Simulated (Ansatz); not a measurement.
Ansatz (a program for electronic structure) run on RbAsF6 (R3, 8 atoms in the cell): self-consistent single point.

Method of the run: PBEsol, default PAW files made with PBE (plane waves; Ansatz).

The change in words: lattice scaled by 0.98; basis.ecutrho_ratio: default → 5. Reference geometry:
```xyz
8
Lattice="3.7063 2.1398 2.4685 -3.7063 2.1398 2.4685 0.0000 -4.2797 2.4685" Properties=species:S:1:pos:R:3 pbc="T T T"
Rb     0.0000     0.0000     3.7527
As     0.0000     0.0000     0.0000
F     -2.3520    -1.7328     3.9225
F      2.3520     1.7328     3.4829
F      2.6767    -1.1705     3.9225
F     -2.6767     1.1705     3.4829
F     -0.3247     2.9033     3.9225
F      0.3247    -2.9033     3.4829
```

Reference input (self-consistent single point, DFT, PBEsol, plane waves, default PAW files made with PBE): basis.ecutwfc = 420 eV; kpoints.mp_grid.grid = 4 4 4; hamiltonian.xc = pbesol; hamiltonian.pseudopotentials = {kind: paw} (the program's default PAW files); scf.occupations.method = fermi_dirac; scf.occupations.width = 0.05 eV. This run's input differs from it in these lines:

Ansatz 0.2 input:
```diff
@@ -2,5 +2,5 @@
   lattice:
-    - [3.706308, 2.139838, 2.468452]
-    - [-3.706308, 2.139838, 2.468452]
-    - [0.000000, -4.279675, 2.468452]
+    - [3.632182, 2.097041, 2.419083]
+    - [-3.632182, 2.097041, 2.419083]
+    - [0.000000, -4.194082, 2.419083]
   atoms:
@@ -16,2 +16,3 @@
   ecutwfc: 420.0
+  ecutrho_ratio: 5
 kpoints:
```

The program printed (abridged):

```
SCF iter   1: F=—  HF=-12835.395334 eV  |F-HF|=—  |Δ(HF+E_count)|=         —  Δρ=1.24e-2  dr2=1.01e-1  ethr=1.77e-3  ⟨swp⟩=6.4  Hψ=2452  notcnv=0  defer=3
all-band conjugate gradients solve this SCF's bands
preconditioner: auto → Resta (q_TF=auto, 2.504 Å⁻¹)
SCF iter   2: F=—  HF=-12835.364521 eV  |F-HF|=—  |Δ(HF+E_count)|=   3.08e-2  Δρ=1.42e-3  dr2=7.31e-4  ethr=1.54e-4  ⟨swp⟩=2.1  Hψ=1076  notcnv=0  defer=37
SCF iter   3: F=—  HF=-12835.364707 eV  |F-HF|=—  |Δ(HF+E_count)|=   1.85e-4  Δρ=6.88e-4  dr2=2.87e-4  ethr=1.11e-6  ⟨swp⟩=2.3  Hψ=859  notcnv=0  defer=37
SCF iter   4: F=—  HF=-12835.364873 eV  |F-HF|=—  |Δ(HF+E_count)|=   1.66e-4  Δρ=2.92e-4  dr2=6.26e-5  ethr=4.35e-7  ⟨swp⟩=3.0  Hψ=928  notcnv=0  defer=37
SCF iter   5: F=—  HF=-12835.364917 eV  |F-HF|=—  |Δ(HF+E_count)|=   4.40e-5  Δρ=7.08e-5  dr2=4.81e-6  ethr=9.49e-8  ⟨swp⟩=2.9  Hψ=965  notcnv=0  defer=37
SCF iter   6: F=-12835.364921 eV  HF=-12835.364921 eV  |F-HF|=8.69e-8  |Δ(HF+E_count)|=   4.27e-6  Δρ=8.37e-6  dr2=8.72e-8  ethr=1.52e-10  ⟨swp⟩=9.8  Hψ=3129  notcnv=0
SCF 1 converged in 6 iterations: F = -12835.364921 eV  dr2 = 8.72e-8
Free energy (F): -12835.364921 eV
Internal energy: -12835.364921 eV  (E = F + TS)
E sigma→0 (E₀):  -12835.364921 eV
Fermi energy:    4.738805 eV
--- Forces (eV/Å), atoms counted from 1 ---
  atom   1  Rb     0.00000000    -0.00000000    -0.12259236
  atom   2  As    -0.00000000     0.00000000     0.14930076
  atom   3  F      1.10455951     0.32493836    -0.82941354
  atom   4  F     -1.09075117    -0.32035120     0.82050267
  atom   5  F     -0.83368463     0.79410741    -0.82941354
  atom   6  F      0.82280787    -0.78444263     0.82050267
  atom   7  F     -0.27087488    -1.11904577    -0.82941354
  atom   8  F      0.26794331     1.10479383     0.82050267
--- Stress (GPa, compression-positive) ---
        9.111689       0.000001      -0.000000
       -0.000001       9.111689      -0.000000
       -0.000000      -0.000000       9.385700
  P = ⅓ Tr σ = 9.2030 GPa (92.030 kbar)
  The stress holds the Pulay correction. Without it, at fixed plane waves, as pw.x and ABINIT print it: P = 8.5096 GPa
```

The run converged in 6 iterations. Against the reference run the free energy rises by 30.4 meV/atom, the pressure goes from 2.46 to 9.20 GPa, the largest force goes from 0.312 to 1.419 eV/Å and the gap on the mesh goes from 5.722 to 6.415 eV.

The starting cell comes from a database of computed structures (which also holds hypothetical and non-ambient phases and stackings), without a prior relaxation at this level. Its lattice was rescaled by up to half a per cent. One atom was moved a little off its site on purpose. For this run, on top of that: lattice scaled by 0.98. Forces in this geometry exceed 1 eV/Å. Ansatz's pressure includes its estimate of the finite-basis (Pulay) stress. Without the estimate this run gives 8.51 GPa.
